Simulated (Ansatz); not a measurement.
Layers are cut from database crystals; whether they can be made is not shown.

System: single layer of MgI₂ (symmetry P-3m1 as a slab, 3 atoms a cell), relaxed.

Given:

```xyz
3
Lattice="2.1001 -3.6376 0.0000 2.1001 3.6376 0.0000 0.0000 0.0000 23.3300" Properties=species:S:1:pos:R:3 pbc="T T T"
I      0.0000     0.0000    13.3405
Mg     2.1001    -1.2125    11.6650
I      2.1001     1.2125     9.9895
```

The image is the density of sample states between the Fermi level and the bias.

Mesh 18×18×1, no spin-orbit coupling, no spin polarisation; biases count from the run's Fermi level.

Give the constant-current image of the upper face at a sample bias of -2.8 V from a Fermi level inside the gap (filled states down to 1.0 eV under the valence edge) over one cell, by PBE, Tersoff-Hamann images in Ansatz (an electronic-structure program). The set point is the mean density 3.5 Å over the top atom.

Corrugation 0.59 Å, highest over I1 and the sites alike, lowest over no upper atom, but over the buried I3. Tip height over the top atom in Å, x and y in fractions of the first two vectors:

```
y \ x   0.000  0.111  0.167  0.278  0.333  0.444  0.500  0.611  0.667  0.778  0.833  0.944
------  -----  -----  -----  -----  -----  -----  -----  -----  -----  -----  -----  -----
0.944    3.75   3.71   3.66   3.52   3.44   3.30   3.30   3.44   3.52   3.66   3.71   3.75
0.889    3.73   3.67   3.61   3.46   3.38   3.27   3.30   3.46   3.54   3.67   3.71   3.74
0.778    3.64   3.54   3.48   3.31   3.24   3.24   3.31   3.48   3.54   3.64   3.66   3.66
0.722    3.57   3.46   3.39   3.24   3.19   3.24   3.31   3.46   3.52   3.60   3.62   3.60
0.667    3.49   3.38   3.31   3.19   3.17   3.24   3.31   3.44   3.49   3.55   3.55   3.52
0.556    3.33   3.27   3.25   3.24   3.24   3.27   3.30   3.36   3.38   3.40   3.39   3.36
0.500    3.30   3.30   3.31   3.31   3.31   3.30   3.30   3.31   3.31   3.31   3.31   3.30
0.444    3.33   3.38   3.39   3.39   3.38   3.33   3.30   3.26   3.25   3.25   3.26   3.30
0.389    3.40   3.46   3.48   3.46   3.44   3.36   3.31   3.22   3.19   3.22   3.26   3.36
0.278    3.57   3.61   3.61   3.57   3.52   3.39   3.31   3.19   3.19   3.31   3.39   3.52
0.222    3.64   3.67   3.66   3.60   3.55   3.40   3.31   3.22   3.25   3.40   3.48   3.60
0.167    3.69   3.71   3.69   3.62   3.55   3.39   3.31   3.26   3.31   3.48   3.55   3.66
0.0556   3.75   3.74   3.71   3.60   3.52   3.36   3.30   3.36   3.44   3.60   3.66   3.74
0.000    3.76   3.73   3.69   3.57   3.49   3.33   3.30   3.40   3.49   3.64   3.69   3.75
```
